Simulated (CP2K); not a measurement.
Band structure of MoTe2 (P6_3/mmc, 6 atoms in the cell).

```
CELL_PARAMETERS angstrom
      3.51648     0.00000     0.00000
     -1.75824     3.04536     0.00000
      0.00000     0.00000    13.94604
ATOMIC_POSITIONS crystal
  Te 0.33333 0.66667 0.87900
  Te 0.66667 0.33333 0.37900
  Te 0.66667 0.33333 0.12100
  Te 0.33333 0.66667 0.62100
  Mo 0.33333 0.66667 0.25000
  Mo 0.66667 0.33333 0.75000
```

Method: PBE, GPW, DZVP-MOLOPT-SR-GTH basis, GTH-PBE potentials (GTH_POTENTIALS) in CP2K.

Settings: CUTOFF = 500 Ry; REL_CUTOFF = 50 Ry; SMEAR/METHOD = FERMI_DIRAC; ELECTRONIC_TEMPERATURE = 580.23 K; KPOINTS/SCHEME = MONKHORST-PACK 6 6 2; GAMMA_CENTERED = T; XC_FUNCTIONAL = PBE; Te/BASIS_SET = DZVP-MOLOPT-SR-GTH-q6; Te/POTENTIAL = GTH-PBE-q6; Mo/BASIS_SET = DZVP-MOLOPT-SR-GTH-q14; Mo/POTENTIAL = GTH-PBE-q14; METHOD = GPW; EPS_DEFAULT = 1e-10; EXTRAPOLATION = USE_GUESS.

The starting cell has typed, rounded lattice constants, without a prior relaxation at this level. Its lattice was rescaled by a random factor within 2.5 % of one. Spin-orbit coupling is off. Values carry the incompleteness of an atom-centred basis.

**Question.** Predict the gap along the standard path and the places of the band edges.

**Answer.** The gap along the path is 0.70 eV, from Γ to a point between K and Γ; the smallest direct gap on it is 1.04 eV.

Levels in eV from the top of the valence band on the SCF mesh, bands 23 to 27:
```json
[
 {"point": "Γ", "23": "-1.09", "24": "-1.09", "25": "-0.39", "26": "0.00", "27": "2.86"},
 {"point": "M", "23": "-1.08", "24": "-0.99", "25": "-0.69", "26": "-0.41", "27": "1.23"},
 {"point": "K", "23": "-1.93", "24": "-1.93", "25": "-0.33", "26": "-0.10", "27": "0.94"},
 {"point": "A", "23": "-1.11", "24": "-1.11", "25": "-0.10", "26": "-0.10", "27": "2.89"},
 {"point": "L", "23": "-1.02", "24": "-1.02", "25": "-0.55", "26": "-0.55", "27": "1.26"},
 {"point": "H", "23": "-2.09", "24": "-2.09", "25": "-0.24", "26": "-0.24", "27": "0.95"}
]
```

Higher empty bands are left out: an atom-centred basis made for the valence describes them poorly.
